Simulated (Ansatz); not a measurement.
# Hypothetical diamond Tl, pressure series

The parent structure is Tl in the diamond structure (space group Fd-3m, No. 227; a = 6.8687 Å; a hypothetical phase, not in the database extracts checked).

Cell and atoms are relaxed at each pressure.

Calculations: Ansatz (a quantum-chemistry and plane-wave program) PBEsol, without spin-orbit coupling.

```tsv
P (GPa)	V (Å³/atom)
-1.99	47.269
-1.00	43.011
0.30	39.918
0.70	39.217
1.50	38.020
3.00	36.240
4.99	34.336
7.49	32.667
9.99	31.358
```

Fit a third-order Birch–Murnaghan equation of state.

Least squares on P(V) = (3B₀/2)[(V₀/V)^(7/3) − (V₀/V)^(5/3)]·[1 + (3/4)(B₀′ − 4)((V₀/V)^(2/3) − 1)] gives V₀ = 40.53 Å³/atom, B₀ = 20 GPa and B₀′ = 5.4.

Load acts through the strain it causes; cell and atoms are relaxed under it. Stability against distortions was not tested. No other phases were tried under pressure.
